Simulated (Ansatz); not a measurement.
Partial pair distribution functions of a relaxed model of amorphous Si24O49Li2, broadened by 0.06 Å; density 2.17 g/cm³. Method: PBE, scalar-relativistic without spin-orbit coupling (plane waves to 420 eV, PAW; Ansatz, a first-principles code).

A CHGNet melt-quench gave the starting glass, which DFT then relaxed. O atoms were pushed apart under 1.9 Å during the dynamics, to hinder bonds among them. The hot cell started wider than the set density and was brought back towards it in steps. It is the lowest in DFT energy of 2 quenches. It is a model cell: composition and starting density were chosen by hand, and all elements were melted together. No dispersion term was used. Its density started from a set value of 2.20 and ended at 2.17 g/cm³. The simulated quench (nominally 480 K/ps over its main leg) is rapid and tends to freeze in more defects than a deposited or slowly cooled glass has. Values belong to this one cell and scatter from quench to quench. Volume and shape were free in the relaxation. Cycles of charging lowered its energy after that relaxation.

```
r (Å)  g Si-O  g O-Li  g Si-Si  g O-O
-----  ------  ------  -------  -----
1.40     0.02    0.00     0.00   0.00
1.50     1.83    0.00     0.00   0.00
1.60    14.29    0.00     0.00   0.00
1.70    10.18    0.02     0.00   0.00
1.80     1.10    0.84     0.00   0.00
1.90     0.05    3.41     0.00   0.00
2.00     0.00    3.55     0.00   0.00
2.10     0.00    4.21     0.00   0.00
2.20     0.00    2.97     0.03   0.03
2.30     0.00    0.34     0.50   0.22
2.40     0.00    0.00     0.56   0.51
2.50     0.00    0.04     0.04   1.33
2.60     0.00    0.61     0.01   5.13
2.70     0.00    0.62     0.24   5.33
2.80     0.00    0.04     1.22   2.14
2.90     0.03    0.00     2.20   0.77
3.00     0.22    0.18     4.10   0.46
3.10     0.57    1.19     4.02   0.41
3.20     0.72    0.58     2.36   0.33
3.30     0.66    0.91     0.64   0.50
3.40     0.74    1.12     0.04   0.59
3.50     1.00    1.39     0.00   0.58
3.60     1.29    0.39     0.00   0.54
3.70     1.38    0.11     0.01   0.45
3.80     1.44    0.93     0.23   0.90
3.90     1.40    2.12     0.47   0.89
4.00     1.55    1.39     0.22   0.52
4.10     1.72    0.69     0.24   0.63
4.20     1.83    2.19     0.44   0.88
4.30     1.35    2.29     0.61   0.84
4.40     1.04    1.59     0.84   0.76
4.50     0.78    0.85     1.18   0.93
4.60     0.58    0.67     1.49   1.01
4.70     0.62    0.92     1.23   1.03
4.80     0.66    0.78     1.28   1.44
4.90     0.73    0.48     1.29   1.33
5.00     0.80    1.03     1.49   1.24
```

Within 1.94 Å each Si has 4.04 O neighbours on average.
